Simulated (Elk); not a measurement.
```xyz
2
Lattice="2.7322 0.0000 0.0000 -1.3661 2.3661 0.0000 0.0000 0.0000 4.0074" Properties=species:S:1:pos:R:3 pbc="T T T"
Ga     0.0000     0.0000     2.0037
Fe     1.3661     0.7887     0.0000
```
Moments meant for the start (each program seeds them in its own way; μB, in the order of the atoms Ga Fe): 0.0 4.0.

Level of theory: Elk with LDA (PW92), spin-orbit coupling in second variation, all-electron FP-LAPW, Elk's shipped species files, default APW+lo basis.

The set-up and first iterations of an Elk log for GaFe (P-6m2, 2 atoms in the cell):

```
│ Elk code version 10.2.4 │

All units are atomic (Hartree, Bohr, etc.)

│ Ground-state run starting from atomic densities │

Lattice vectors :
   5.163091823     -0.2662624110E-06   0.000000000
  -2.581545681       4.471368814       0.000000000
   0.000000000       0.000000000       7.572890363

Unit cell volume      :    174.8284063
Brillouin zone volume :    1.418820995

Muffin-tin inner radius fraction :   0.1000000000E-01

Nuclei treated as point charges

Species :    1 (Ga)
 parameters loaded from : Ga.in
 name : gallium
 nuclear charge    :   -31.00000000
 electronic charge :    31.00000000
 atomic mass :    127097.2538
 muffin-tin radius :    2.256000000
 number of radial points in muffin-tin :    497
 atomic positions (lattice), magnetic fields (Cartesian) :
   1 :   0.00000000  0.00000000  0.00000000    0.00000000  0.00000000  0.00000000

Species :    2 (Fe)
 parameters loaded from : Fe.in
 name : iron
   [... lines left out ...]

Muffin-tin radius times maximum |G+k| :    7.000000000
 using average radius
Maximum |G+k| for APW functions       :    3.102836879
Maximum (1/2)|G+k|²                   :    4.813798350
Maximum |G| for potential and density :    12.00000000
 potential will be trimmed for |G| > 2 gkmax
Constant for pseudocharge density :    7
Radial integration step length :    4

G-vector grid sizes :     20    20    30
Number of G-vectors :     5093

Maximum angular momentum used for
 APW functions                      :    8
 outer part of muffin-tin           :    6
 inner part of muffin-tin           :    3

Total nuclear charge    :   -57.00000000
Total core charge       :    28.00000000
Total valence charge    :    29.00000000
Total excess charge     :    0.000000000
Total electronic charge :    57.00000000

Effective Wigner radius, rₛ :   0.9013279623

Number of empty states         :   16
Total number of valence states :   62
Total number of core states    :   28

Total number of local-orbitals :   32

Exchange-correlation functional :      3     0     0
 Perdew-Wang/Ceperley-Alder, Phys. Rev. B 45, 13244 (1992)
 gradient requirement :    0
 local density approximation (LDA)

Smearing type :    3
 Fermi-Dirac
Smearing width :   0.3674930000E-02
Effective electronic temperature (K) :    1160.451112

Mixing type :    3
 Broyden mixing, J. Phys. A: Math. Gen. 17, L317 (1984)

Kohn-Sham potential initialised from atomic data
│ Self-consistent loop started │
│ Loop number : 1 │
 total energy                :     -3214.43588789
 total moment                :  -0.1801989527E-19  0.1023180290E-19   2.039333139
│ Loop number : 2 │
 total energy                :     -3214.30964710
 total moment                :  -0.1020688883E-19 -0.2353199916E-19   2.049514509
RMS change in Kohn-Sham potential (target) :   0.2353783641     (  0.1000000000E-05)
Absolute change in total energy (target)   :   0.1262407927     (  0.1000000000E-03)
│ Loop number : 3 │
 total energy                :     -3214.54410617
 total moment                :  -0.2902361216E-19 -0.7543535893E-20   2.038900100
RMS change in Kohn-Sham potential (target) :   0.2360719503     (  0.1000000000E-05)
Absolute change in total energy (target)   :   0.2028988757     (  0.1000000000E-03)
│ Loop number : 4 │
 total energy                :     -3214.24349157
 total moment                :  -0.1374622994E-19 -0.2485656963E-19   2.008336011
RMS change in Kohn-Sham potential (target) :   0.2210879295     (  0.1000000000E-05)
Absolute change in total energy (target)   :   0.2498898800     (  0.1000000000E-03)
│ Loop number : 5 │
 total energy                :     -3212.91725706
 total moment                :  -0.3148404154E-19 -0.2049338506E-19   1.702791851
RMS change in Kohn-Sham potential (target) :   0.1020950558     (  0.1000000000E-05)
Absolute change in total energy (target)   :    1.388706980     (  0.1000000000E-03)
│ Loop number : 6 │
   [... lines left out ...]
```

Question: Will this run converge, and how will it end?

Answer: The run converged in 38 iterations. Convergence of the loop says nothing yet on basis, mesh or lower states. It ends on: free energy E − TS -87400.5952 eV; Fermi level (on the code's own zero) 8.46 eV; size of the cell's spin moment 1.85 μB; sizes of the site moments (μB) Ga 0.06, Fe 1.94. The log goes on:

```
RMS change in Kohn-Sham potential (target) :   0.2391734701E-05 (  0.1000000000E-05)
Absolute change in total energy (target)   :   0.3625689260E-05 (  0.1000000000E-03)
   [... lines left out ...]
│ Loop number : 36 │
 total energy                :     -3211.91264282
 total moment                :  -0.2817514135E-19  0.3859641049E-19   1.845908725
RMS change in Kohn-Sham potential (target) :   0.1359340848E-05 (  0.1000000000E-05)
Absolute change in total energy (target)   :   0.1003166290E-04 (  0.1000000000E-03)
│ Loop number : 37 │
 total energy                :     -3211.91262762
 total moment                :  -0.3871761151E-19  0.1889709429E-19   1.845655723
RMS change in Kohn-Sham potential (target) :   0.2972728218E-06 (  0.1000000000E-05)
Absolute change in total energy (target)   :   0.1269128188E-04 (  0.1000000000E-03)
Convergence targets achieved

│ Loop number : 38 │

Energies :
 Fermi                       :     0.310769618726
 xc effective B-field        :    -0.699937127922E-01
 external B-field            :      0.00000000000
 total energy                :     -3211.91262953
 (external B-field energy excluded from total)

Density of states at Fermi energy :    51.22645879
 (states/Hartree/unit cell)

Estimated indirect band gap :   0.5896985485E-03
 from k-point     35 to k-point     24
Estimated direct band gap   :   0.6400868241E-02
 at k-point    128

Charges :
 core                        :    28.00000000
 valence                     :    29.00000000
 interstitial                :    2.732135944
 muffin-tins (core leakage)
  species :    1 (Ga)
   atom    1                 :    29.53337933     (  0.1670971452E-02)
  species :    2 (Fe)
   atom    1                 :    24.73448472     ( -0.4600764214E-12)
 total in muffin-tins        :    54.26786406
   [... lines left out ...]

Moments :
 interstitial                :  -0.4373157208E-19  0.8510163484E-20 -0.3403617705E-01
 muffin-tins
  species :    1 (Ga)
   atom    1                 :   0.5476175263E-21 -0.1339696189E-20 -0.5790020985E-01
  species :    2 (Fe)
   atom    1                 :  -0.3248438345E-20 -0.6271936337E-20   1.937545071
 total in muffin-tins        :  -0.2700820818E-20 -0.7611632526E-20   1.879644861
 total moment                :  -0.4643239290E-19  0.8985309585E-21   1.845608684

│ Self-consistent loop stopped │
```

For comparison: a first run (DFT, LDA (PW92), all-electron FP-LAPW, Elk's shipped species files, default APW+lo basis) was changed to give this one (spinorb: default → true; lmaxi: default → 3), and from it to this one the size of the net moment stays at 0.92 μB/atom.

The starting cell comes from a database of computed structures (which also holds hypothetical and non-ambient phases and stackings), without a prior relaxation at this level. Its lattice was rescaled by a random factor within 2.5 % of one. With one magnetic atom in the cell only a parallel order is possible. Values depend on the basis (sphere radii, cutoffs, local orbitals), which need not be converged. The log's line on a gap gives a spacing of levels on this mesh, which the program prints for metals too.

The run was DFT, LDA (PW92), spin-orbit coupling in second variation, all-electron FP-LAPW, Elk's shipped species files, default APW+lo basis. Main settings of its input:

- spinpol = true
- spinorb = true
- swidth = 0.00367493 Ha
- ngridk = 11 11 7
- reducebf = 0.8
- rmtscf = 0.94
- lmaxi = 3
- nempty = 8 per atom
- maxscl = 100
- bfcmt = [[0.0, 0.0, 0.0], [0.0, 0.0, -1.0]]
